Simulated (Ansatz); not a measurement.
Here is the system:

```
KBr
1.0
    0.00000     3.23571     3.30411
    3.30411     0.00000     3.30411
    3.30411     3.23571     0.00000
Br K
1 1
Cartesian
  0.00000   0.00000   0.00000
  3.30411   3.23571   3.30411
```

No spin polarisation.

All numbers come from plane-wave PAW DFT at the r2SCAN level (Ansatz, a program for electronic structure, 500 eV), without spin-orbit coupling. Settings: 9×9×9 k-points, 0.05 eV Fermi–Dirac smearing.

### Question
Predict the stress and valence-band top at Γ.

### Answer
The stress (xx, yy, zz, yz, xz, xy; compression positive) comes out as (0.10, 0.93, 0.10, 0.00, 0.00, 0.00) GPa and the valence-band top at Γ (three highest levels, from the VBM) is 0.00, -0.01, -0.01 eV.

The levels and masses belong to the bands next to the band gap. The cells carry an imposed strain or load. Stability against distortions was not tested. The cell was made from KBr in the rock salt structure (space group Fm-3m, No. 225) by this change: uniaxial strain ε_yy = −2.07 %.
